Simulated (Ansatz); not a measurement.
## Step by step: formation energy of AgCl (rock salt, Fm-3m) from the elements

We look at the formation energy of AgCl (rock salt, Fm-3m) from the elements. Reaction: Ag (fcc) + 1/2 Cl2 (gas) → AgCl (rock salt). Negative: the products are lower in energy. The value is per atom of the solid.

AgCl (rock salt, Fm-3m), 2 atoms in the cell. Conventional cell: a = b = c = 5.613 Å, α = β = γ = 90.00°.

Ansatz (a quantum-chemistry and plane-wave program) with PAW potentials; structures come from PBE relaxations, nuclei static, no net charge. Ansatz runs with its PAW set soft_1. Other levels take these structures, unless marked own geometry. A dispersion term (D3(BJ), or D4 for r2SCAN) was computed beside these levels and is taken off wherever the name lacks it. Space groups of crystals are read within 0.01 Å.

Total energies of the cells in eV, at zero smearing width. They compare only within one column; the weights balance every element.

```csv
cell,atoms,weight,PBE,r2SCAN (own geometry)
AgCl (rock salt),2,+2,-8670.95963,-8688.80327
Ag (fcc),1,−2,-7590.61499,-7604.00649
Cl2 (gas),2,−1,-2158.88823,-2167.03127
```

PBE: 2 × (-8670.95963) − 2 × (-7590.61499) − (-2158.88823) = -1.801 eV; dividing by 4 atoms gives -0.45 eV/atom.

r2SCAN (own geometry): 2 × (-8688.80327) − 2 × (-7604.00649) − (-2167.03127) = -2.562 eV; dividing by 4 atoms gives -0.64 eV/atom.

What follows from the PBE value: A formula unit of AgCl has 2 atoms, so it forms with -0.4503 × 2 = -0.901 eV, or -86.9 kJ/mol at 96.485 kJ/mol per eV.
